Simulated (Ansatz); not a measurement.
L1₂ (Cu3Au-type) Ni₃Al, treated with r²SCAN in Ansatz (PAW).

Run with plane-wave cutoff 560 eV, 16×16×16 k mesh, Fermi–Dirac smearing 0.05 eV, spin-polarised with parallel moments, scalar-relativistic PAW data made under PBE.

The cell is scaled about its equilibrium volume:

| V (Å³/atom) | P (GPa) | moment (μB per cell of 4 atoms) |
|---|---|---|
| 10.304 | 14.40 | 0.85 |
| 10.523 | 9.05 | 0.86 |
| 10.742 | 4.27 | 0.87 |
| 10.961 | 0.00 | 0.89 |
| 11.181 | -3.82 | 0.90 |
| 11.400 | -7.24 | 0.91 |
| 11.619 | -10.29 | 0.92 |

Note: moments this small hang on the smearing and the k mesh.

Ansatz is an electronic-structure program.
